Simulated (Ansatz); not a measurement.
ScIn$_{3}$ (Pm-3m), PBEsol, DFPT electron-phonon coupling, linearised Boltzmann equation (Ansatz, a program for electronic structure): phonon-limited resistivity 14.1 μΩ·cm at 300 K, Drude plasma energy 6.36 eV.

**Question.** What Drude relaxation time do resistivity and plasma energy imply?

**Answer.** ω_p = 9.66e15 s⁻¹, so τ = 1/(ε₀ ω_p² ρ) = 8.58 fs, a damping ħ/τ of 76.7 meV.

**Question.** What is the classical skin depth at 100 GHz (nonmagnetic, μ₀ = 1.257×10⁻⁶ H/m)?

**Answer.** δ = √(ρ/(π f μ₀)) = 598 nm.

A metal at this level (no band gap). Only scattering by harmonic phonons is included (no impurities, grain boundaries, electron-electron scattering or thermal expansion). Spin-orbit coupling is left out. Halving the electron mesh (20x20x20) moves the resistivity by up to 10 % at 300 K. Smearing 0.20 eV; phonons on a 3x3x3 q mesh, which this run doesn't test.

Formula and space group known from diffraction (Crystallography Open Database), not checked to be the room-temperature form: ScIn3 (Pm-3m).
